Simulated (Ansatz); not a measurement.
**Habitual settings against a tight run: Ti3In3Rh2 (P-62m, 8 atoms in the cell)**

Self-consistent single point.

```
CELL_PARAMETERS angstrom
      7.38051     0.00000     0.00000
     -3.69025     6.39171     0.00000
      0.00000     0.00000     3.11598
ATOMIC_POSITIONS crystal
  Ti 0.41894 0.00000 0.50000
  Ti 0.58107 0.58107 0.50000
  Ti 0.00000 0.41894 0.50000
  In 0.76328 0.00000 0.00000
  In 0.23672 0.23672 0.00000
  In 0.00000 0.76328 0.00000
  Rh 0.33333 0.66667 0.00000
  Rh 0.66667 0.33333 0.00000
```

Level of theory: r2SCAN, default PAW files made with PBE (plane waves; Ansatz, a first-principles code).

Base settings: basis.ecutwfc = 500 eV; kpoints.mp_grid.grid = 4 4 7; hamiltonian.xc = r2scan; hamiltonian.pseudopotentials = {kind: paw} (the program's default PAW files); scf.occupations.method = fermi_dirac; scf.occupations.width = 0.1 eV.

Tight run (finer mesh or higher cutoff; not a proven limit): basis.ecutwfc: 500 eV → 700 eV; kpoints.mp_grid.grid: 4 4 7 → 6 6 10; scf.convergence.dr2_threshold: default (1e-07 eV) → 1e-09 eV. It gave Fermi level (on the code's own zero) 14.59 eV; pressure -5.41 GPa; largest force (vector length) 0.114 eV/Å.

Quick runs, as changes from the base:
- A: the base itself
- B: basis.ecutwfc: 500 eV → 300 eV; kpoints.mp_grid.grid: 4 4 7 → 3 3 3; scf.convergence.dr2_threshold: default (1e-07 eV) → 0.0001 eV
- C: basis.ecutwfc: 500 eV → 400 eV; kpoints.mp_grid.grid: 4 4 7 → 2 2 2

Energies are extrapolated to zero smearing width, which holds to low order in the width alone.

The count of work is k-points × plane waves × bands × iterations; it is no time. 

Pressures in the table are Ansatz's without its Pulay estimate, at a fixed set of plane waves; the tight run's value above holds the estimate.

The starting cell comes from a database of computed structures (which also holds hypothetical and non-ambient phases and stackings), without a prior relaxation at this level. Its lattice was rescaled by a random factor within 2.5 % of one. Spin polarisation is off. In the base run, with a pressure of about -5 GPa the cell is away from its equilibrium volume at this level.

```
run  energy less tight (meV/atom)  pressure less tight (GPa)  largest miss in a force vector (eV/Å)  count of work / tight
---  ----------------------------  -------------------------  -------------------------------------  ---------------------
A                            -4.3                      -0.11                                  0.018                   0.17
B                           120.4                     -10.67                                  0.081                  0.021
C                           117.9                       1.51                                  0.269                  0.034
```

Among the runs at the tight run's level, the energy misses run from 4.3 to 120.4 meV/atom.

Left out of this page: 2 runs of the series outside the window shown, repeating another row's setting, or not comparable; 1 run of the series unsound by tests on forces, stress, charge or solver warnings.

Keys are those of Ansatz 0.2.
